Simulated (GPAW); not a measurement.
A self-consistent single point of Li2VO2 (P-3m1, 5 atoms in the cell) with GPAW.

Level of theory: BLYP+U, GPAW PAW datasets BLYP (made by gpaw-setup) (plane waves; GPAW).

```yaml
crystal:
  lattice:
    - [3.23017, 0.00000, 0.00000]
    - [-1.61509, 2.79741, 0.00000]
    - [0.00000, 0.00000, 5.19310]
  atoms:
    - { symbol: Li, position: [0.33333, 0.66667, 0.13465] }
    - { symbol: Li, position: [0.66667, 0.33333, 0.86535] }
    - { symbol: V, position: [0.00000, 0.00000, 0.50000], spin: 2.0 }
    - { symbol: O, position: [0.33333, 0.66667, 0.74015] }
    - { symbol: O, position: [0.66667, 0.33333, 0.25985] }
```
(The spins are starting values, not results.)

Reference input (self-consistent single point, DFT PBEsol+U, plane waves, GPAW PAW datasets PBEsol (made by gpaw-setup)): spinpol = true; mode = pw; ecut = 900 eV; xc = PBEsol; setups = {V: :d,3.25}; kpts = 8 8 4; mesh shift (steps) = 0 0 0; occupations.name = fermi-dirac; occupations.width = 0.05 eV; nbands = -4; convergence.density = 1e-05 e/electron; convergence.energy = 1e-05 eV/electron. This run's input differs from it in these lines:

```diff
@@ -19,3 +19,3 @@
             mode=PW(900),
-            xc='PBEsol',
+            xc='BLYP',
             setups={'V': ':d,3.25'},
```

Its files differ too (potentials: GPAW PAW datasets BLYP (made by gpaw-setup)).

Output (repeated stretches shortened):

```
     iter     time        total  log10-change:  magmom
                         energy   eigst   dens
iter:   1 --:--:--   -28.793493   +0.74           +2.0105
iter:   2 --:--:--   -29.589156   -0.08  -0.98    +2.6153
iter:   3 --:--:--   -28.757541   +0.05  -1.02    +3.0763
iter:   4 --:--:--   -28.994269   +0.07  -1.22    +2.9986
iter:   5 --:--:--   -29.049686   -0.88  -1.41    +3.0035
   [... 8 lines left out ...]
iter:  14 --:--:--   -29.077279   -3.55  -3.06    +3.0000
iter:  15 --:--:--   -29.077497   -3.58  -3.04    +3.0000
iter:  16 --:--:--   -29.076921   -3.51  -2.94    +3.0000
   [... lines left out ...]
iter:  21 --:--:--   -29.076909c  -4.83  -4.00    +3.0000
iter:  22 --:--:--   -29.076908c  -5.43  -4.04    +3.0000
   [... 8 lines left out ...]
iter:  31 --:--:--   -29.076918c  -6.58  -4.81    +3.0000
iter:  32 --:--:--   -29.076917c  -7.06  -4.94    +3.0000
iter:  33 --:--:--   -29.076918c  -7.24  -4.85    +3.0000
iter:  34 --:--:--   -29.076918c  -7.25  -4.87    +3.0000
iter:  35 --:--:--   -29.076918c  -7.76c -4.91    +3.0000
iter:  36 --:--:--   -29.076917c  -6.69  -4.94    +3.0000
iter:  37 --:--:--   -29.076918c  -7.18  -4.79    +3.0000
iter:  38 --:--:--   -29.076918c  -7.90c -5.64c   +3.0000
Converged after 38 iterations.

Dipole moment: (-0.000000, 0.000000, 0.000000) |e|*Ang

Total magnetic moment: (0.000000, 0.000000, 3.000000)
Local magnetic moments:
   0 Li ( 0.000000,  0.000000,  0.002488)
   1 Li ( 0.000000,  0.000000,  0.002488)
   2 V  ( 0.000000,  0.000000,  2.607471)
   3 O  ( 0.000000,  0.000000,  0.027228)
   4 O  ( 0.000000,  0.000000,  0.027228)

Energy contributions relative to reference atoms: (reference = -30321.041664)

Kinetic:        +34.763789
Potential:      -29.783151
External:        +0.000000
XC:             -34.465278
Entropy (-ST):   -0.000000
Local:           +0.407722
SIC:             +0.000000
--------------------------
Free energy:    -29.076918
Extrapolated:   -29.076918

Spin contamination: 0.005432 electrons
Showing only first 2 kpts
                      Up                     Down
   [... lines left out ...]
Fermi level: 7.51227
Gap: 2.750 eV
Direct gap: 3.111 eV
   [... lines left out ...]
Energy (eV): -29.076918

Forces in eV/Ang:
  0 Li   -0.00000    0.00000   -0.10243
  1 Li    0.00000    0.00000    0.10243
  2 V     0.00000   -0.00000    0.00000
  3 O     0.00000   -0.00000    0.25403
  4 O    -0.00000    0.00000   -0.25403

Stress tensor:
    -0.010493     0.000000     0.000000
     0.000000    -0.010493    -0.000000
     0.000000    -0.000000    -0.017336
Stress (GPa, Voigt): [-1.6812 -1.6812 -2.7775 -0.      0.      0.    ]
```

The run converged in 38 iterations. GPAW prints stress with tension positive. Against the reference run the largest force goes from 0.099 to 0.254 eV/Å, the gap on the mesh goes from 2.111 to 2.750 eV and the size of the net moment stays at 0.60 μB/atom.

At such cutoffs GPAW's stress carries a finite-basis (Pulay) error, which enters relaxed cells too; its log prints stress with tension positive.

The starting cell comes from a database of computed structures (which also holds hypothetical and non-ambient phases and stackings), without a prior relaxation at this level. With one magnetic atom in the cell only a parallel order is possible. With U or open f shells several self-consistent states can exist.

Cost on one core of a shared machine: roughly 2 min.
